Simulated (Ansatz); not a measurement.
## SrO: uniaxial strain ε_zz = +0.50 %

Start from SrO in the rock salt structure (space group Fm-3m, No. 225; a = 5.122 Å). Axes: x, y, z lie along the cube axes.

It is then changed as follows: the cell is stretched by 0.50 % along z with no lateral relaxation, atoms relaxed at fixed cell.

Method: PBEsol (Ansatz, a quantum-chemistry and plane-wave program; PAW; 420 eV plane waves; no spin-orbit coupling). Settings: 11×11×11 k-points, 0.05 eV Fermi–Dirac smearing.

The volume per atom rises by 0.084 Å³ to 16.89 Å³ and the space group changes from Fm-3m (No. 225) to I4/mmm (No. 139). The shortest interatomic distance remains 2.561 Å and the energy hardly moves. The pressure (mean of the normal stresses, compression positive) goes from zero to -0.46 GPa and the band gap stays essentially unchanged (3.20 eV against 3.19 eV). The gap character is indirect, Γ → X and the smallest direct gap stays 3.26 eV. The electron mass stays 1.2 mₑ along k, 0.39 mₑ across (at X) and the valence-band top at Γ (three highest levels, from the VBM) goes from 0.00, 0.00, 0.00 eV to 0.00, 0.00, -0.02 eV. The valley order (the lowest conduction-band minima on the path, energy above the VBM, named in the base's zone) goes from X along ⟨100⟩ 3.20 eV; Γ 3.93 eV to X along [100] 3.19 eV; X along [001] 3.21 eV; Γ 3.89 eV and the stress (xx, yy, zz, yz, xz, xy; compression positive) is (-0.24, -0.24, -0.89, 0.00, 0.00, 0.00) GPa.

Masses are band curvatures over ±0.01 Å⁻¹ around the edge. Along k means along the line from Γ to the band edge. Whether these cells are dynamically stable was not tested. Labels are those of the standard path for the cell's own space group.
